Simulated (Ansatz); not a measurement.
Given:

End structure of the (31-40) surface of hcp Tl in its 1x1 cell, outermost plane spacing 0.57 Å in the ideal cut:

```xyz
26
Lattice="5.6674 0.0000 0.0000 0.0000 12.9041 0.0000 0.0000 0.0000 27.0000" Properties=species:S:1:pos:R:3 pbc="T T T"
Tl     1.4168     2.0258     8.3282
Tl     4.2505     3.8655     8.7647
Tl     1.4168    11.4401     9.1105
Tl     4.2505     0.4271     9.5031
Tl     1.4168     7.9665     9.8438
Tl     4.2505     9.8942    10.3481
Tl     1.4168     4.5300    10.6318
Tl     4.2505     6.4721    11.1623
Tl     1.4168     1.0054    11.6192
Tl     4.2505     2.9379    12.0666
Tl     1.4168    10.4089    12.4497
Tl     4.2505    12.3475    12.9286
Tl     1.4168     6.9723    13.2278
Tl     4.2505     8.9097    13.7722
Tl     1.4168     3.5345    14.0714
Tl     4.2505     5.4731    14.5503
Tl     1.4168     0.0400    14.9334
Tl     4.2505     1.9725    15.3808
Tl     1.4168     9.4099    15.8376
Tl     4.2505    11.3519    16.3682
Tl     1.4168     5.9878    16.6520
Tl     4.2505     7.9155    17.1562
Tl     1.4168     2.5508    17.4969
Tl     4.2505     4.4419    17.8895
Tl     1.4168    12.0165    18.2353
Tl     4.2505     0.9521    18.6718
```

Slab: 26 atoms, 10.9 Å thick at the start; k 7x3x1, smearing 0.1 eV, dipole-corrected; single point; on the structure that PBE left under its start's symmetry; no spin, no spin-orbit, no U.

**Question.** What surface energy (mean of both faces) does r2SCAN, at the PBE geometry run with Ansatz (a program for electronic structure) give?

**Answer.** 0.35 J/m²

**Question.** What work function of the top face does r2SCAN, at the PBE geometry give?

**Answer.** 3.56 eV
